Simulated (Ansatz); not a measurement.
# Response to strain in Ir

Take Ir in the fcc (Cu type) structure (space group Fm-3m, No. 225; a = 3.8450 Å; relaxed with 0.1 eV smearing) as the base.

Strains are applied to the cell and any free atomic positions relax.

All numbers come from Ansatz (an electronic-structure program), r2SCAN, PAW, cutoff 500 eV, without spin-orbit coupling.

Notes on the quantities. energy relative to the base: free energy F.

```tsv
isotropic strain (%)	energy relative to the base (meV/atom)
0	0.0
0.5	3.7
1	14.4
1.5	31.8
2	?
2.5	84.8
3	119.7
```

Q: Fit ΔE = Aε² + Bε³ (ε in %) to the rows shown and predict the withheld row.

A: Least squares on the printed values gives A = 14.9 and B = -0.55 meV/atom (largest residual 0.0 meV/atom); this predicts 55.4 meV/atom, and the run gives 55.4 meV/atom, in agreement.

Stability against distortions was not tested. All final runs are without spin polarisation.
